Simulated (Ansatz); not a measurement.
## ZrS$_{2}$ in the CdI2 type structure (space group P-3m1, No. 164; layered, stacked along the Cartesian z axis)

Space group P-3m1 (No. 164); a = b = 3.635 Å, c = 5.720 Å, α = β = 90.00°, γ = 120.00°

```csv
atom,site,symmetry,x,y,z
Zr,1a,-3m.,0.0000,0.0000,0.0000
S,2d,3m.,0.3333,0.6667,0.2553
```

Computed with PBE-D3(BJ) (Ansatz, a program for electronic structure; PAW; 420 eV plane waves; no spin-orbit coupling). Settings: 10×10×6 k-points, 0.05 eV Fermi–Dirac smearing.

| Item | Value |
|---|---|
| Volume per atom | 21.82 Å³ |
| Density | 3.94 g/cm³ |
| Band gap | 0.66 eV, indirect, Γ → L |
| Total energy | -1997.890 eV/atom (σ→0; compares only within this code and set-up) |

Whether these cells are dynamically stable was not tested.
